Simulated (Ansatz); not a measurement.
# A computed series for BeS: response to strain

Base system: BeS in the zinc blende structure (space group F-43m, No. 216; a = 4.796 Å). Axes: x, y, z lie along the cube axes.

Strains are applied to the cell and any free atomic positions relax.

Method: Ansatz (an electronic-structure program) LDA, without spin-orbit coupling.

Notes on the quantities. energy relative to the base: free energy F.

```json
[
 {"uniaxial strain ε_zz (%)": "0", "energy relative to the base (meV/atom)": "0.0"},
 {"uniaxial strain ε_zz (%)": "0.5", "energy relative to the base (meV/atom)": "0.2"},
 {"uniaxial strain ε_zz (%)": "1", "energy relative to the base (meV/atom)": "0.7"},
 {"uniaxial strain ε_zz (%)": "1.5", "energy relative to the base (meV/atom)": "1.6"},
 {"uniaxial strain ε_zz (%)": "2", "energy relative to the base (meV/atom)": "?"},
 {"uniaxial strain ε_zz (%)": "2.5", "energy relative to the base (meV/atom)": "4.5"},
 {"uniaxial strain ε_zz (%)": "3", "energy relative to the base (meV/atom)": "6.4"}
]
```

Task: Fit ΔE = Aε² + Bε³ (ε in %) to the rows shown and predict the withheld row.

Result: Least squares on the printed values gives A = 0.727 and B = -0.0046 meV/atom (largest residual 0.0 meV/atom); this predicts 2.9 meV/atom, and the run gives 2.9 meV/atom, in agreement.

No phonon test of stability was made.
